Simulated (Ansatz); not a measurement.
What isotropic strain +1.75 % does to hypothetical NiAs type KF

Base system: KF in the NiAs type structure (space group P6_3/mmc, No. 194; a = 3.739 Å, c = 6.598 Å; a hypothetical phase, not in the database extracts checked).

Modification: an isotropic linear strain of +1.75 %; the atoms relax in the strained cell.

All numbers come from Ansatz (a first-principles code) PBE, no spin-orbit coupling. k-mesh 10×10×5 (Γ-centred); smearing 0.05 eV (Fermi–Dirac).

The volume per atom rises by 1.07 Å³ (19.97 Å³ → 21.04 Å³) and the space group remains P6_3/mmc (No. 194). The shortest interatomic distance increases by 0.0475 Å, from 2.717 Å to 2.764 Å and the energy grows by 4.6 meV/atom. The pressure (mean of the normal stresses, compression positive) goes from zero to -1.31 GPa and the band gap falls by 0.25 eV, from 5.90 eV to 5.65 eV. The gap character remains direct at Γ and the mean gap deformation potential ΔEg/Δln V comes out as -4.8 eV. The width of the top valence band remains 0.27 eV and the electron mass is 0.56 mₑ (at Γ). The valence-band top at Γ (three highest levels, from the VBM) is still 0.00, 0.00, -0.08 eV.

Cost of the whole job for the changed cell (relaxation, final SCF and bands): around 9 core-seconds (rough).

Effective masses come from finite differences of ±0.01 Å⁻¹. No phonon test of stability was made.
